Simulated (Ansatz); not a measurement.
The starting structures come from a database of crystals and need not be the phases stable at ambient conditions.

 Where the default PAW files enter, the runs use the earlier of Ansatz's two default sets.

By PBEsol, the system below comes out a metal.

The ballistic (Sharvin) conductance counts the channels at the Fermi level: G/A = (e²/h) × channels of both spins per area.

Data:

```
RhSi
1.0
    2.92335     0.00000     0.00000
    0.00000     4.13424     0.00000
    0.00000     2.06712     2.10931
Si Rh
1 1
Direct
  0.50000   0.50000   0.00000
  0.00000   0.00000   0.00000
```

Space group of this cell: Cmmm. The cell is strained (lengths across the current scaled by 0.98, ions clamped); by PBEsol its mean pressure is 1.1 GPa.

The current flows along the normal of the first two printed cell vectors. No spin-orbit coupling; the value is a mean over 0.1 eV about the Fermi level.

**Question.** Predict the ballistic conductance per area from PBEsol (Ansatz, an electronic-structure program).

**Answer.** 1.2 × 10¹⁵ S/m² for both spins.
